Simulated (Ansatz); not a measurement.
Start from Sr₃AsN in the anti-perovskite structure (space group Pm-3m, No. 221; a = 5.0413 Å; a cell from a computed database, its experimental status unchecked).

One thing is altered: a negative pressure, −1 GPa.

Levels (all Ansatz, an electronic-structure program, PAW): PBEsol (420 eV, spin-orbit coupling left out); PBEsol+SOC (420 eV, spin-orbit coupling included).

The geometry is relaxed with PBEsol.

| Quantity | Value |
|---|---|
| PBEsol gap character | direct at Γ |
| PBEsol pressure | -1.00 GPa |
| PBEsol electron mass | 0.17, 0.66 mₑ (at Γ) |

Problem. How does going to PBEsol+SOC change the gap character, pressure, electron mass and hole mass?

Solution. The gap character remains direct at Γ; the pressure is nearly the same (-1.00 GPa against -1.01 GPa); the electron mass (degenerate bands, along [100]) goes from 0.17, 0.66 mₑ (at Γ) to 0.16, 0.66 mₑ (at Γ); the hole mass (degenerate bands, along [100]) is 0.10, 0.43 mₑ (at Γ). The threefold valence maximum splits by Δso ≈ 40 meV.

Single points use the geometry relaxed with PBEsol. Differences between runs with and without spin-orbit coupling are approximate. Load acts through the strain it causes; cell and atoms are relaxed under it. Effective masses come from finite differences of ±0.01 Å⁻¹. Stability against distortions was not tested.
